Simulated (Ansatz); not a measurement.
Al3Pd2 (space group P-3m1, No. 164; a cell from a computed database, its experimental status unchecked)

```yaml
crystal:
  lattice:
    - [4.21007, 0.00000, 0.00000]
    - [-2.10503, 3.64603, 0.00000]
    - [0.00000, 0.00000, 5.13952]
  atoms:
    - { symbol: Al, position: [0.00000, 0.00000, 0.00000] }
    - { symbol: Al, position: [0.33333, 0.66667, 0.64541] }
    - { symbol: Al, position: [0.66667, 0.33333, 0.35459] }
    - { symbol: Pd, position: [0.33333, 0.66667, 0.15562] }
    - { symbol: Pd, position: [0.66667, 0.33333, 0.84438] }
```

Computed with DFT with PBEsol, PAW potentials and a 420 eV plane-wave cutoff in Ansatz (a first-principles code), scalar-relativistic without spin-orbit coupling. Settings: 13×13×9 k-points, 0.05 eV Fermi–Dirac smearing.

| Quantity | Value |
|---|---|
| Volume per atom | 15.78 Å³ |
| Density | 6.18 g/cm³ |
| Band gap | zero |
| Total energy | -3078.176 eV/atom (σ→0; compares only within this code and set-up) |

Stability against distortions was not tested. All final runs are without spin polarisation.
